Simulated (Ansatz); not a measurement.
Cell and atoms of amorphous Ga24O38Sn:

```xyz
63
Lattice="9.2362 0.0000 0.0000 0.0000 9.2362 0.0000 0.0000 0.0000 9.2362" Properties=species:S:1:pos:R:3 pbc="T T T"
Ga     6.2095     4.9984     0.0577
Ga     7.2671     6.9376     2.4173
Ga     5.5121     0.4266     2.6901
Ga     1.8218     1.7300     4.9953
Ga     5.5644     8.1723     8.7745
Ga     3.0680     0.1074     0.9559
Ga     9.2220     7.1815     5.3037
Ga     4.8835     1.6078     6.4775
Ga     0.1429     4.2780     0.2818
Ga     9.1624     8.1787     0.0445
Ga     4.7457     5.8796     6.5002
Ga     6.1349     8.5518     5.3310
Ga     2.0577     0.0150     7.0574
Ga     3.2065     7.8993     4.1938
Ga     6.9436     1.8045     0.4922
Ga     0.8557     1.5933     1.6623
Ga     1.1683     6.1404     2.4426
Ga     4.2332     5.0496     2.3851
Ga     2.5957     6.4335     8.8504
Ga     8.1746     0.8929     6.9023
Ga     1.5895     4.6077     6.5893
Ga     6.1747     2.9724     3.8746
Ga     7.5643     4.2103     6.5112
Ga     0.1687     3.5179     3.7983
O      9.1857     5.4649     6.1448
O      0.7183     1.2471     6.4735
O      1.6571     3.6174     5.0197
O      4.6300     7.3598     5.2926
O      2.6794     2.0762     1.3982
O      3.5333     4.8925     0.6108
O      4.5392     3.6994     3.5364
O      6.0620     4.9336     5.7672
O      0.6707     1.7001     3.5193
O      3.6982     9.1347     2.8384
O      7.0906     2.3867     6.9261
O      1.6308     7.9909     5.1583
O      2.9519     5.8126     7.0709
O      1.1274     9.0145     1.3000
O      8.7517     2.5482     0.8124
O      2.9028     6.3104     3.0857
O      3.0754     0.9039     8.4080
O      7.8768     4.7065     8.4752
O      1.2095     7.8459     7.9137
O      6.6949     1.8529     2.4354
O      1.4981     3.7788     8.2807
O      0.9425     6.2170     0.5735
O      5.6084     6.3848     8.1379
O      6.0497     5.5629     1.8909
O      4.0279     3.1524     7.0192
O      5.6206     9.1877     7.1302
O      3.7534     7.7244     0.2525
O      7.7857     3.6151     4.5528
O      0.6324     4.3686     2.2471
O      8.8978     6.7421     3.4157
O      7.5730     7.4127     0.6736
O      7.9387     8.4329     5.8986
O      5.7016     1.2393     4.7716
O      5.5288     0.3755     0.7386
O      5.6043     3.1840     0.1369
O      8.0561     0.4249     8.6907
O      3.2201     0.7257     5.6479
O      6.4264     8.2091     3.4404
Sn     3.4304     2.9794     8.9373
```

Method: PBE, scalar-relativistic without spin-orbit coupling (plane waves to 420 eV, PAW; Ansatz, an electronic-structure program).

A CHGNet melt-quench gave the starting glass, which DFT then relaxed. O atoms were pushed apart under 1.9 Å during the dynamics, to hinder bonds among them. The hot cell started wider than the set density and was brought back towards it in steps. It is the lowest in DFT energy of 2 quenches. It is a model cell: composition and starting density were chosen by hand, and all elements were melted together. No dispersion term was used. Its density started from a set value of 5.06 and ended at 5.06 g/cm³. The simulated quench (nominally 330 K/ps over its main leg) is rapid and tends to freeze in more defects than a deposited or slowly cooled glass has. A cell of this size samples the disorder only roughly. The volume was held where the preparation left it, at a PBE pressure of -0.9 GPa (tension). Stress components on the final sampling reach 2.6 GPa. Cycles of charging lowered its energy after that relaxation.

Bonds are counted up to Ga-Ga 2.68 Å, Ga-O 2.56 Å, Ga-Sn 2.87 Å, O-O 1.58 Å, O-Sn 2.46 Å, Sn-Sn 3.06 Å. Two cations that share two anions don't count as bonded, nor two that share one unless they lie closer than Ga-Ga 2.61 Å, Ga-Sn 2.79 Å, Sn-Sn 2.97 Å.

### Question
Give the coordination numbers, mean bond lengths and angles.

### Answer

```yaml
Mean coordination of Ga by anions: 4.54 (12 with 4, 11 with 5, 1 with 6)
Mean coordination of O: 3.03 (3 with 2, 31 with 3, 4 with 4)
Mean coordination of Sn by anions: 6.00 (1 with 6)
Mean Ga-O bond: 1.949 Å (spread 0.135 Å, 109 counted)
Mean O-Sn bond: 2.132 Å (spread 0.073 Å, 6 counted)
Bond angle at Ga: mean 107.1°, spread 22.5°
Bond angle at O: mean 116.0°, spread 14.4°
Bond angle at Sn: mean 104.6°, spread 29.1°
```

### Question
List the pairs of like atoms that count as bonded by the rules above.

### Answer
There are none by these rules.

### Question
What Bader charges do the atoms carry, from a run on the zone centre alone?

### Answer
Means (range): Ga +1.86 e (+1.83 to +1.89), O -1.24 e (-1.27 to -1.18), Sn +2.39 e (+2.39 to +2.39).
```csv
atom,charge (e)
Ga1,+1.84
Ga2,+1.86
Ga3,+1.86
Ga4,+1.85
Ga5,+1.89
Ga6,+1.87
Ga7,+1.87
Ga8,+1.85
Ga9,+1.89
Ga10,+1.87
Ga11,+1.87
Ga12,+1.89
Ga13,+1.85
Ga14,+1.89
Ga15,+1.89
Ga16,+1.84
Ga17,+1.83
Ga18,+1.85
Ga19,+1.87
Ga20,+1.85
Ga21,+1.86
Ga22,+1.87
Ga23,+1.87
Ga24,+1.85
O25,-1.24
O26,-1.27
O27,-1.23
O28,-1.26
O29,-1.21
O30,-1.25
O31,-1.19
O32,-1.21
O33,-1.23
O34,-1.23
O35,-1.23
O36,-1.25
O37,-1.24
O38,-1.26
O39,-1.23
O40,-1.24
O41,-1.26
O42,-1.23
O43,-1.23
O44,-1.24
O45,-1.26
O46,-1.24
O47,-1.25
O48,-1.25
O49,-1.18
O50,-1.25
O51,-1.25
O52,-1.23
O53,-1.26
O54,-1.25
O55,-1.24
O56,-1.25
O57,-1.27
O58,-1.25
O59,-1.23
O60,-1.25
O61,-1.21
O62,-1.27
Sn63,+2.39
```
